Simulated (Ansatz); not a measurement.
HfC (model structure, started from the NbAs type, I4₁md, No. 109, 4 atoms in the cell) was calculated with LDA (plane waves, PAW; Ansatz, an electronic-structure program).

Run with plane-wave cutoff 520 eV, 26×26×26 k mesh, Fermi–Dirac smearing 0.05 eV, scalar-relativistic PAW data made under PBE.

Cell (relaxed at this level):

```yaml
crystal:
  lattice:
    - [-1.48898, 1.48898, 5.59318]
    - [1.48898, -1.48898, 5.59318]
    - [1.48898, 1.48898, -5.59318]
  atoms:
    - { symbol: Hf, position: [0.50412, 0.50412, 0.00000] }
    - { symbol: Hf, position: [0.25412, 0.75412, 0.50000] }
    - { symbol: C, position: [0.91188, 0.91188, 0.00000] }
    - { symbol: C, position: [0.66188, 0.16188, 0.50000] }
```

Q: Predict the bulk modulus.

A: 
* **bulk modulus**: 228 GPa

The run finds no gap.

Note: the bulk modulus is −V dP/dV from two relaxed cells at ±2 % in volume; the relaxation could raise the start's symmetry but not lower it, so the cell can be a saddle point.

Spin–orbit coupling is not included; it can open a gap where bands touch, and shift volumes and moduli.

Computing time: very roughly 22 core-minutes.

A model structure was made by putting elements into a prototype or built by hand; it is no filed structure, need not be a known phase, and can be a saddle point held by its symmetry.
